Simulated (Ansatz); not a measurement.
We consider TiSi₂ (model structure, started from the C49 type, Cmcm, No. 63, 6 atoms in the cell), described by PBEsol (plane waves, PAW; Ansatz, a program for electronic structure).

Run with plane-wave cutoff 520 eV, 16×16×16 k mesh, Fermi–Dirac smearing 0.05 eV, no spin polarisation, scalar-relativistic PAW data made under PBE.

Cell (relaxed at this level):

TiSi2 is taken in the orthorhombic space group Cmcm (No. 63), Pearson symbol oS12. Lattice parameters: a = 3.515 Å, b = 13.348 Å, c = 3.557 Å, α = β = γ = 90.00°. Si1 on 4c is coordinated by 2 Si at 2.394 Å and 4 Ti at 2.564 Å and 2 Ti at 2.792 Å. Si2 on 4c is surrounded by 4 Si at 2.500 Å and 4 Ti at 2.643–2.649 Å. Ti on 4c sees 8 Si at 2.564–2.649 Å and 2 Si at 2.792 Å and 2 Ti at 3.263 Å. (Neighbours: up to the widest gap in distance over summed covalent radii, below 1.35, at either atom; cation-cation and far metal-metal contacts left out.)
(The calculation used a cell of 6 atoms; values per cell refer to that cell.)

**Question.** Predict the bulk modulus B0.

**Answer.** 
bulk modulus B0: 138 GPa

The run finds no gap.

Note: the bulk modulus is −V dP/dV from two relaxed cells at ±2 % in volume; the relaxation could raise the start's symmetry but not lower it, so the cell can be a saddle point.

Computed values are for the static lattice.

Cost on a shared machine: about 9 core-minutes (a rough figure).

A model structure was made by putting elements into a prototype or built by hand; it is no filed structure, need not be a known phase, and can be a saddle point held by its symmetry.
